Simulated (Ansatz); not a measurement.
The starting structures come from a database of crystals and need not be the phases stable at ambient conditions.

 Where the default PAW files enter, the runs use the earlier of Ansatz's two default sets.

Inside the gap of an insulator the Bloch states are evanescent, with a wavenumber k + iκ along the transport direction.

Given:

```yaml
crystal:
  lattice:
    - [4.93030, 0.00000, 0.00000]
    - [2.46515, 11.11989, -0.11288]
    - [2.46515, -0.52204, 2.40924]
  atoms:
    - { symbol: Ge, position: [0.50000, 0.50000, 0.50000] }
    - { symbol: Ge, position: [0.50000, 0.00000, 0.00000] }
    - { symbol: S, position: [0.13134, 0.86866, 0.36866] }
    - { symbol: S, position: [0.63134, 0.36866, 0.86866] }
    - { symbol: S, position: [0.86866, 0.63134, 0.13134] }
    - { symbol: S, position: [0.36866, 0.13134, 0.63134] }
```

Space group of this cell: P4_2/nmc. The cell was relaxed by PBE-D3(BJ); by PBEsol its mean pressure is -0.6 GPa.

Transport runs along the normal of the first two printed cell vectors, the (111) plane of the conventional cell.

The gap is the functional's own, uncorrected, and κ follows it; spin-orbit coupling is left out. Mid-gap values are interpolated between the computed energies.

Q: Compute, with PBEsol (Ansatz, a first-principles code), the band gap and the smallest decay constant κ at mid-gap.

A: Gap 0.95 eV on a 12×12×12 mesh; κ = 0.127 1/Å, at the zone centre.
